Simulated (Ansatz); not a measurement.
System: BAs (model structure, started from the WC type, P-6m2, No. 187, 2 atoms in the cell). Method: LDA (Ansatz, a program for electronic structure, plane waves, PAW).

Numerical settings: plane-wave cutoff 520 eV, 24×24×20 k mesh (along the axes of the cell as run), Fermi–Dirac smearing 0.05 eV, scalar-relativistic PAW data made under PBE.

Cell (relaxed at this level):

AsB is taken in the hexagonal space group P-6m2 (No. 187), Pearson symbol hP2. Conventional cell: a = b = 3.130 Å, c = 2.865 Å, α = β = 90.00°, γ = 120.00°. B on 1a sees 6 As at 2.306 Å (trigonal prismatic). As on 1f is surrounded by 6 B at 2.306 Å and 2 As at 2.865 Å and 6 As at 3.130 Å. (Neighbours: up to the widest gap in distance over summed covalent radii, below 1.35, at either atom.)

Estimate the bulk modulus that the calculation returns.


bulk modulus: 131 GPa

The run finds no gap.

Note: the bulk modulus is −V dP/dV from two relaxed cells at ±2 % in volume; the relaxation could raise the start's symmetry but not lower it, so the cell can be a saddle point.

The computed numbers hold no vibrational or temperature effects.

A model structure was made by putting elements into a prototype or built by hand; it is no filed structure, need not be a known phase, and can be a saddle point held by its symmetry.
